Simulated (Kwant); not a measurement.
System: six-terminal Hall bar in a ZnO two-dimensional gas. Effective mass 0.3 mₑ, grid spacing 3.8 nm, hard walls, nominal width 100 nm (27 grid rows, so walls 106.4 nm apart), one parabolic valley, scattering region 260 nm long along x; energies count from the band bottom; Fermi energy 0.00495 eV. Four side probes 50 nm wide, two on each edge; current runs along x; the sign of the Hall resistance is a convention. Perpendicular field swept from 1.069 to 21.807 T, also in the leads; orbital effect alone.

The device is made up for the run: typed textbook-type constants, with dimensions and the other settings drawn at random.

Model: effective-mass tight-binding model on a square grid, one spin, coherent transport at 0 K (Kwant). Resistances are in h/e².

Q: How many Landau levels lie under the Fermi energy, and what Hall resistance follows, at 4.95 meV and 2.12 T; 4.95 meV and 12.7 T; 4.95 meV and 16.2 T; 4.95 meV and 17.9 T?

A: ħωc = ħeB/m = 0.386 meV a tesla; levels lie at (n + ½)ħωc. E/ħωc = 6.04 gives 6 levels and h/(6e²) = 0.167; simulated 0.129, off the plateau. E/ħωc = 1.01 gives 1 level and h/(1e²) = 1.000; simulated 1.000. E/ħωc = 0.79 gives 1 level and h/(1e²) = 1.000; simulated 1.000. E/ħωc = 0.72 gives 1 level and h/(1e²) = 1.000; simulated 1.000. The count is that of a wide sample; where the walls of bar or probes squeeze the orbits, it misses.
